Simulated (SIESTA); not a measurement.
SIESTA run on TiS (P-6m2, 2 atoms in the cell): self-consistent single point.

Method: GGA PBEsol, numerical atomic orbitals DZP, PseudoDojo PBEsol standard norm-conserving potentials (rewritten from UPF to PSML) in SIESTA 5.4.2.

The change in words: lattice scaled by 0.98. Reference geometry:
```xyz
2
Lattice="3.2672 0.0000 0.0000 -1.6336 2.8295 0.0000 0.0000 0.0000 3.2171" Properties=species:S:1:pos:R:3 pbc="T T T"
Ti     1.6336     0.9431     0.0000
S      0.0000     0.0000     1.6085
```

Reference input (self-consistent single point, DFT, GGA PBEsol, numerical atomic orbitals DZP, PseudoDojo PBEsol standard norm-conserving potentials (rewritten from UPF to PSML)): XC.functional = GGA; XC.authors = PBEsol; potentials = PseudoDojo PBEsol standard; PAO.BasisSize = DZP; PAO.EnergyShift = 0.01 Ry; MeshCutoff = 300 Ry; kgrid.MonkhorstPack = 12 12 10; OccupationFunction = MP; OccupationMPOrder = 0; ElectronicTemperature = 2320.9 K; MaxSCFIterations = 150; SCF.Mixer.Method = Broyden. This run's input differs from it in these lines:

```diff
@@ -12,5 +12,5 @@
 %block LatticeVectors
-     3.267170000    0.000000000    0.000000000
-    -1.633585000    2.829452000    0.000000000
-     0.000000000    0.000000000    3.217060000
+     3.201827000    0.000000000    0.000000000
+    -1.600913000    2.772863000    0.000000000
+     0.000000000    0.000000000    3.152719000
 %endblock LatticeVectors
@@ -18,4 +18,4 @@
 %block AtomicCoordinatesAndAtomicSpecies
-     3.087031338    1.782294672    0.000000000  1
-     0.000000000    0.000000000    3.039681163  2
+     3.025291404    1.746648804    0.000000000  1
+     0.000000000    0.000000000    2.978887729  2
 %endblock AtomicCoordinatesAndAtomicSpecies
```

Log, with long lists cut:

```
        iscf     Eharris(eV)        E_KS(eV)     FreeEng(eV)     dDmax    Ef(eV) dHmax(eV)
   scf:    1    -1903.999038    -1914.519874    -1914.524989  1.655383 -3.654043  6.721665
   scf:    2    -1916.277253    -1915.679510    -1915.685756  0.197077 -4.409021  1.703140
   scf:    3    -1915.794572    -1915.753047    -1915.760203  0.077446 -4.641061  0.472189
   scf:    4    -1915.776024    -1915.768193    -1915.776107  0.038789 -4.701587  0.134158
   scf:    5    -1915.767937    -1915.768534    -1915.776538  0.007080 -4.726792  0.057239
   [... 4 lines left out ...]
   scf:   10    -1915.768809    -1915.768809    -1915.776730  0.000022 -4.715710  0.000174
   scf:   11    -1915.768809    -1915.768809    -1915.776730  0.000014 -4.715673  0.000120
   scf:   12    -1915.768809    -1915.768809    -1915.776730  0.000012 -4.715649  0.000088
   scf:   13    -1915.768809    -1915.768809    -1915.776730  0.000008 -4.715631  0.000072
SCF Convergence by DM+H criterion
max |DM_out - DM_in|         :     0.0000079304
max |H_out - H_in|      (eV) :     0.0000724196
SCF cycle converged after 13 iterations

Using DM_out to compute the final energy and forces

siesta: E_KS(eV) =            -1915.7688

siesta: E_KS - E_eggbox =     -1915.7688

siesta: Atomic forces (eV/Ang):
     1    0.000008   -0.000007   -0.000000
     2   -0.000009    0.000007    0.000000
   Tot   -0.000001   -0.000000   -0.000000
   Max    0.000009
   Res    0.000006    sqrt( Sum f_i^2 / 3N )
   Max    0.000009    constrained

Stress tensor Voigt[x,y,z,yz,xz,xy] (kbar):      -35.53      -35.48      -55.90       -0.00       -0.00        0.04
(Free)E + p*V (eV/cell)    -1915.0376
Target enthalpy (eV/cell)    -1915.7767

siesta: Program's energy decomposition (eV):
siesta: FreeEng =     -1915.776730

   [... lines left out ...]
siesta: Cell volume =         27.990557 Ang**3
siesta:          42.30578050         42.30563634  kBar
   [... lines left out ...]
               3s      3s      3py     3pz     3px     3py     3pz     3px
               3Pdxy   3Pdyz   3Pdz2   3Pdxz   3Pdx2-y2
   2  6.143   1.386   0.184   1.347   1.435   1.347   0.047   0.011   0.047
              0.066   0.068   0.072   0.068   0.066

mulliken: Qtot =       18.000

Mulliken Atomic Populations:
Atom #   charge [q] valence [e]  Species
     1     0.143218   11.856782  Ti
     2    -0.143218    6.143218  S
 Total     0.000000
```

The run converged in 13 iterations. Against the reference run the free energy goes down by 4.0 meV/atom and the pressure goes from -5.15 to 4.23 GPa.

The starting cell comes from a database of computed structures (which also holds hypothetical and non-ambient phases and stackings), without a prior relaxation at this level. For this run, on top of that: lattice scaled by 0.98. Spin polarisation is off, so a magnetic state, if there is one, cannot be reached. Values carry the incompleteness of an atom-centred basis. With a pressure of about 4 GPa the cell is away from its equilibrium volume at this level.
